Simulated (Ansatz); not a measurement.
(PbZrO3)4/(BaHfO3)4 cubic perovskite (001) superlattice on PbZrO3 (PbZrO3 held in this type, which need not be the stable form; untilted, as the cell's symmetry holds it, where a distortion can lie lower), space group P4mm.

The geometry comes from a PBE relaxation.

```xyz
40
Lattice="4.1864 0.0000 0.0000 0.0000 4.1864 0.0000 0.0000 0.0000 33.6098" Properties=species:S:1:pos:R:3 pbc="T T T"
Pb     0.0000     0.0000     0.0016
O      2.0932     2.0932    -0.0021
Zr     2.0932     2.0932     2.0939
O      2.0932     0.0000     2.0949
O      0.0000     2.0932     2.0949
Pb     0.0000     0.0000     4.1846
O      2.0932     2.0932     4.1855
Zr     2.0932     2.0932     6.2787
O      2.0932     0.0000     6.2789
O      0.0000     2.0932     6.2789
Pb     0.0000     0.0000     8.3707
O      2.0932     2.0932     8.3719
Zr     2.0932     2.0932    10.4644
O      2.0932     0.0000    10.4644
O      0.0000     2.0932    10.4644
Pb     0.0000     0.0000    12.5562
O      2.0932     2.0932    12.5591
Zr     2.0932     2.0932    14.6462
O      2.0932     0.0000    14.6593
O      0.0000     2.0932    14.6593
Ba     0.0000     0.0000    16.7701
O      2.0932     2.0932    16.7766
Hf     2.0932     2.0932    18.8831
O      2.0932     0.0000    18.8821
O      0.0000     2.0932    18.8821
Ba     0.0000     0.0000    20.9908
O      2.0932     2.0932    20.9923
Hf     2.0932     2.0932    23.1000
O      2.0932     0.0000    23.1002
O      0.0000     2.0932    23.1002
Ba     0.0000     0.0000    25.2080
O      2.0932     2.0932    25.2086
Hf     2.0932     2.0932    27.3165
O      2.0932     0.0000    27.3170
O      0.0000     2.0932    27.3170
Ba     0.0000     0.0000    29.4249
O      2.0932     2.0932    29.4241
Hf     2.0932     2.0932    31.5381
O      2.0932     0.0000    31.5273
O      0.0000     2.0932    31.5273
```

All values below come from HSE06 (plane waves to 420 eV, PAW; Ansatz, a quantum-chemistry and plane-wave program). No spin–orbit coupling; with elements this heavy it can move edges by tenths of an eV. Its k-point mesh 4×4×1, Fermi–Dirac width 0.01 eV. HSE06 ran on meshes of its own (4×4×1); its edges and gaps are taken over the mesh and over extra points off it, mostly where PBE has its edges.

### Question
List the levels next to the gap at (-0.500, -0.500, 0.000) of this cell's own (folded) zone, from the top of the valence band (the table ends after a fixed count of bands, which can cut a degenerate set).

### Answer
```tsv
band	E − E_v (eV)
v4	-0.034
v3	-0.034
v2	-0.017
v1	0.000
c1	5.678
c2	5.678
c3	5.737
c4	5.866
```
